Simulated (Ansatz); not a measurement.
Where the default PAW files enter, the runs use the earlier of Ansatz's two default sets.

The decay constant κ of evanescent states in the gap governs leakage through a thin film.

Data:

```yaml
crystal:
  lattice:
    - [3.67127, 0.00000, 0.00000]
    - [0.00000, 3.67127, 0.00000]
    - [1.83563, -1.83563, 2.59598]
  atoms:
    - { symbol: Zr, position: [0.00000, 0.00000, 0.00000] }
    - { symbol: O, position: [0.75000, 0.75000, 0.50000] }
    - { symbol: O, position: [0.25000, 0.25000, 0.50000] }
```

Space group of this cell: Fm-3m, fluorite. The cell is strained (all lengths scaled by 1.02); by r2SCAN its mean pressure is -13.6 GPa.

Transport runs along the normal of the first two printed cell vectors, the (001) plane of the conventional cell.

No gap correction and no spin-orbit coupling; mid-gap values are interpolated between computed energies.

Problem. State the band gap and the smallest decay constant κ at mid-gap according to r2SCAN (Ansatz, a program for electronic structure).

Solution. Gap 3.69 eV on a 12×12×12 mesh; κ = 0.291 1/Å, at the zone centre.
